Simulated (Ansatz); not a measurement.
## TaSi2, pressure series

Start from TaSi₂ (space group P6_222, No. 180; a = 4.7760 Å, c = 6.5628 Å).

Cell and atoms are relaxed at each pressure.

Method: r2SCAN in Ansatz (plane waves to 500 eV, PAW, no SOC).

```csv
pressure (GPa),volume per atom (Å³/atom)
-2,14.558
-1,14.480
0,14.405
0.7,14.354
1.5,14.297
3,14.192
5,14.058
7.5,?
10,13.751
```

Q: Fit the third-order Birch–Murnaghan form P(V) = (3B₀/2)[(V₀/V)^(7/3) − (V₀/V)^(5/3)]·[1 + (3/4)(B₀′ − 4)((V₀/V)^(2/3) − 1)] (squares taken in P) to the rows shown and predict the withheld row.

A: Least squares on the printed values gives V₀ = 14.405 Å³/atom, B₀ = 194 GPa, B₀′ = 4.3; this predicts 13.900 Å³/atom, and the run gives 13.900 Å³/atom, in agreement.

Load acts through the strain it causes; cell and atoms are relaxed under it. Whether these cells are dynamically stable was not tested. Competing high-pressure phases were not computed. The final runs are not spin-polarised. An odd electron count without spin: TaSi2.

Ansatz is a quantum-chemistry and plane-wave program.
